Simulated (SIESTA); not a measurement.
# Input and output of a self-consistent single point for InPd (Pm-3m, 2 atoms in the cell) (SIESTA)

Level of theory: GGA PBE, numerical atomic orbitals DZP, PseudoDojo PBE standard norm-conserving potentials (rewritten from UPF to PSML) (SIESTA 5.4.2).

Input as run:

```
# files in the folder: In.psml Pd.psml (PseudoDojo PBE standard)
SystemName  InPd
SystemLabel InPd

NumberOfAtoms                2
NumberOfSpecies              2
%block ChemicalSpeciesLabel
  1 49 In
  2 46 Pd
%endblock ChemicalSpeciesLabel
LatticeConstant              1.0 Bohr
%block LatticeVectors
     6.232420694    0.000000000    0.000000000
     0.000000000    6.232420694    0.000000000
     0.000000000    0.000000000    6.232420694
%endblock LatticeVectors
AtomicCoordinatesFormat      Ang
%block AtomicCoordinatesAndAtomicSpecies
     0.000000000    0.000000000    0.000000000  1
     1.649027500    1.649027500    1.649027500  2
%endblock AtomicCoordinatesAndAtomicSpecies

XC.functional                GGA
XC.authors                   PBE
PAO.BasisSize                DZP
PAO.EnergyShift              0.005 Ry
MeshCutoff                   300 Ry
%block kgrid.MonkhorstPack
   13   0   0  0.0
    0  13   0  0.0
    0   0  13  0.0
%endblock kgrid.MonkhorstPack
OccupationFunction           MP
OccupationMPOrder            0
ElectronicTemperature        200.0 meV

MaxSCFIterations             150
SCF.Mixer.Method             Broyden
SCF.Mixer.Weight             0.2
SCF.Mixer.History            6
SCF.DM.Tolerance             1.0E-05
Diag.ParallelOverK           true
WriteForces                  true
```

Output (repeated stretches shortened):

```
reinit: Reading from file input.fdf

reinit: System Name: InPd
reinit: System Label: InPd

coor:   Atomic-coordinates input format  =     Cartesian coordinates
coor:                                          (in Angstroms)

siesta: Atomic coordinates (Bohr) and species
siesta:      0.00000   0.00000   0.00000  1        1
siesta:      3.11621   3.11621   3.11621  2        2

siesta: System type = bulk

initatomlists: Number of atoms, orbitals, and projectors:      2    37    36

siesta: ******************** Simulation parameters ****************************
redata: Spin configuration                          = none
redata: Time-Reversal Symmetry                      = T
redata: Number of Atomic Species                    =        2
redata: Mesh Cutoff                                 =   300.0000 Ry
redata: Net charge of the system                    =     0.0000 |e|
redata: Min. number of SCF Iter                     =        0
redata: Max. number of SCF Iter                     =      150
redata: SCF convergence failure will abort job
redata: SCF mix quantity                            = Hamiltonian
redata: Mix DM or H after convergence               =   F
redata: Recompute H after scf cycle                 =   F
redata: Mix DM in first SCF step                    =   T
redata: No kicks to SCF
redata: DM Mixing Weight for Kicks                  =     0.5000
redata: Require Harris convergence for SCF          =   F
redata: Harris energy tolerance for SCF             =     0.000100 eV
redata: Require DM convergence for SCF              =   T
redata: DM tolerance for SCF                        =     0.000010
redata: Require EDM convergence for SCF             =   F
redata: EDM tolerance for SCF                       =     0.001000 eV
redata: Require H convergence for SCF               =   T
redata: Hamiltonian tolerance for SCF               =     0.001000 eV
redata: Require (free) Energy convergence for SCF   =   F
redata: (free) Energy tolerance for SCF             =     0.000100 eV
redata: Using DFT-D3 dispersion                     =   F
redata: Using Saved Data (generic)                  =   F
redata: Method of Calculation                       = Diagonalization
redata: Electronic Temperature                      =  2320.9036 K
redata: Number of TDED substeps                     =        3
redata: Dynamics option                             = Single-point calculation
redata: Save all siesta data in one NC              =   F
redata: ***********************************************************************

%block SCF.Mixers
  Broyden
%endblock SCF.Mixers

%block SCF.Mixer.Broyden
  # Mixing method
  method broyden

  # Mixing options
  weight 0.2000
  weight.linear 0.2000
  weight.prime 0.2000
  history 6
%endblock SCF.Mixer.Broyden

DM_history_depth set to one: no extrapolation allowed by default for geometry relaxation
Size of DM history Fstack: 1
Total number of electrons:    31.000000
Total ionic charge:    31.000000

* ProcessorY, Blocksize:    1  38

* Orbital distribution balance (max,min):    37    37

 Kpoints in:         1183 . Kpoints trimmed:         1099

siesta: k-grid: Number of k-points = 1099
siesta: k-points from Monkhorst-Pack grid
siesta: k-cutoff (effective) =    21.437 Ang
siesta: k-point supercell and displacements
siesta: k-grid:    13     0     0      0.000
siesta: k-grid:     0    13     0      0.000
siesta: k-grid:     0     0    13      0.000

diag: Algorithm                                     = D&C
diag: Parallel over k                               =   F
diag: Use parallel 2D distribution                  =   F
diag: Parallel block-size                           = 38
diag: Parallel distribution                         =     1 x     1
diag: Used triangular part                          = Lower
diag: Absolute tolerance                            =  0.100E-15
diag: Orthogonalization factor                      =  0.100E-05
diag: Memory factor                                 =  1.0000

superc: Internal auxiliary supercell:     7 x     7 x     7  =     343
superc: Number of atoms, orbitals, and projectors:    686  12691  12348

                        Single-point calculation

superc: Internal auxiliary supercell:     7 x     7 x     7  =     343
superc: Number of atoms, orbitals, and projectors:    686  12691  12348

outcell: Unit cell vectors (Ang):
        3.298055    0.000000    0.000000
        0.000000    3.298055    0.000000
        0.000000    0.000000    3.298055

outcell: Cell vector modules (Ang)   :    3.298055    3.298055    3.298055
outcell: Cell angles (23,13,12) (deg):     90.0000     90.0000     90.0000
outcell: Cell volume (Ang**3)        :     35.8735
new_DM -- step:     1
Initializing Density Matrix...

Attempting to read DM from file... Failed...
DM filled with atomic data:

InitMesh: MESH = 36 x 36 x 36 = 46656
InitMesh: Mesh cutoff (required, used) =   300.000   329.300 Ry

stepf: Methfessel-Paxton step function
       Using Hermite-Gauss polynomials of order  0

        iscf     Eharris(eV)        E_KS(eV)     FreeEng(eV)     dDmax    Ef(eV) dHmax(eV)
   scf:    1    -5480.981155    -5493.574539    -5493.587178  0.670466 -5.258888  5.951826
   scf:    2    -5495.576322    -5494.796429    -5494.809942  0.285270 -5.015884  2.729083
   scf:    3    -5495.048044    -5494.972366    -5494.987105  0.165153 -4.925448  1.132593
   scf:    4    -5495.009581    -5495.000071    -5495.015483  0.122987 -5.051878  0.373282
   scf:    5    -5495.004012    -5495.003760    -5495.019451  0.012236 -5.025878  0.032626
   scf:    6    -5495.003697    -5495.003787    -5495.019427  0.002967 -5.036038  0.044453
   scf:    7    -5495.003790    -5495.003813    -5495.019486  0.001184 -5.035095  0.003194
   scf:    8    -5495.003819    -5495.003816    -5495.019486  0.000114 -5.035481  0.000213
   scf:    9    -5495.003817    -5495.003816    -5495.019486  0.000009 -5.035484  0.000152

SCF Convergence by DM+H criterion
max |DM_out - DM_in|         :     0.0000092798
max |H_out - H_in|      (eV) :     0.0001521047
SCF cycle converged after 9 iterations

Using DM_out to compute the final energy and forces

siesta: E_KS(eV) =            -5495.0038

siesta: E_KS - E_eggbox =     -5495.0038

siesta: Atomic forces (eV/Ang):
     1   -0.000000   -0.000000    0.000000
     2    0.000000    0.000000    0.000000
   Tot    0.000000    0.000000    0.000000
   Max    0.000000
   Res    0.000000    sqrt( Sum f_i^2 / 3N )
   Max    0.000000    constrained

Stress tensor Voigt[x,y,z,yz,xz,xy] (kbar):       -1.53       -1.53       -1.53        0.00        0.00        0.00
(Free)E + p*V (eV/cell)    -5494.9853
Target enthalpy (eV/cell)    -5495.0195

siesta: Program's energy decomposition (eV):
siesta: Ebs     =      -824.047840
siesta: Eions   =      7165.721263
siesta: Ena     =       779.275640
siesta: Ekin    =      2373.371978
siesta: Enl     =      -367.791696
siesta: Eso     =         0.000000
siesta: Edftu   =         0.000000
siesta: DEna    =         7.399914
siesta: DUscf   =         0.462447
siesta: DUext   =         0.000000
siesta: Ex      =     -1056.103656
siesta: Ec      =       -65.897180
siesta: Exc     =     -1122.000836
siesta: Eharris =     -5495.003817
siesta: Etot    =     -5495.003816
siesta: FreeEng =     -5495.019486

siesta: Stress tensor (static) (eV/Ang**3):
siesta:    -0.000954    0.000000    0.000000
siesta:     0.000000   -0.000954    0.000000
siesta:     0.000000    0.000000   -0.000954

siesta: Cell volume =         35.873494 Ang**3

siesta: Pressure (static):
siesta:                Solid            Molecule  Units
siesta:           0.00001039          0.00001039  Ry/Bohr**3
siesta:           0.00095428          0.00095428  eV/Ang**3
siesta:           1.52893000          1.52892954  kBar
```

The run converged in 9 iterations.

The starting cell comes from a database of computed structures (which also holds hypothetical and non-ambient phases and stackings), without a prior relaxation at this level. Its lattice was rescaled by a random factor within 2.5 % of one. Spin polarisation is off. Values carry the incompleteness of an atom-centred basis.

Cost on one core of a shared machine: roughly 2 min.
